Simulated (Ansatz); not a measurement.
The parent structure is Mg3Sb2 (space group P-3m1, No. 164; a = 4.5508 Å, c = 7.1806 Å). Axes: x lies along a and z along c of the hexagonal cell.

Level of theory: PBEsol in Ansatz (plane waves to 420 eV, PAW, scalar-relativistic without spin-orbit coupling).

The change: compressive biaxial strain of 0.55 % in the plane normal to [001], as in epitaxy on a mismatched substrate; the out-of-plane cell vector and the atoms relax.

Q: How does this affect the in-plane stress and out-of-plane strain?

A: The mean in-plane stress (compression positive) is +0.6 GPa; the out-of-plane strain comes out as +0.33 %.

Whether these cells are dynamically stable was not tested.

Ansatz is a first-principles code.
